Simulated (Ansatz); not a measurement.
**CdSe: response to strain**

The reference is CdSe in the zinc blende structure (space group F-43m, No. 216).

```
CELL_PARAMETERS angstrom
      0.00000     3.06658     3.06658
      3.06658     0.00000     3.06658
      3.06658     3.06658     0.00000
ATOMIC_POSITIONS crystal
  Cd 0.00000 0.00000 0.00000
  Se 0.25000 0.25000 0.25000
```

Cartesian axes are those of the cell as printed.

Strains are applied to the cell and any free atomic positions relax; under biaxial strain the out-of-plane vector relaxes too.

Calculations: Ansatz (a first-principles code), r2SCAN, PAW, cutoff 500 eV, no spin-orbit coupling.

Notes on the quantities. pressure: mean of the normal stresses, compression positive.

| variant | out-of-plane strain | pressure | band gap |
|---|---|---|---|
| base | – | 0.01 GPa | 1.04 eV |
| biaxial strain +0.42 %, plane normal [111], relaxed out of plane | -0.36 % | -0.23 GPa | 1.01 eV |
| biaxial strain +0.83 %, plane normal [111], relaxed out of plane | -0.73 % | -0.46 GPa | 0.97 eV |
| biaxial strain +1.25 %, plane normal [111], relaxed out of plane | -1.10 % | -0.70 GPa | 0.94 eV |
| biaxial strain +1.67 %, plane normal [111], relaxed out of plane | -1.46 % | -0.93 GPa | 0.91 eV |
| biaxial strain +2.08 %, plane normal [111], relaxed out of plane | -1.83 % | -1.14 GPa | 0.88 eV |

No phonon test of stability was made.
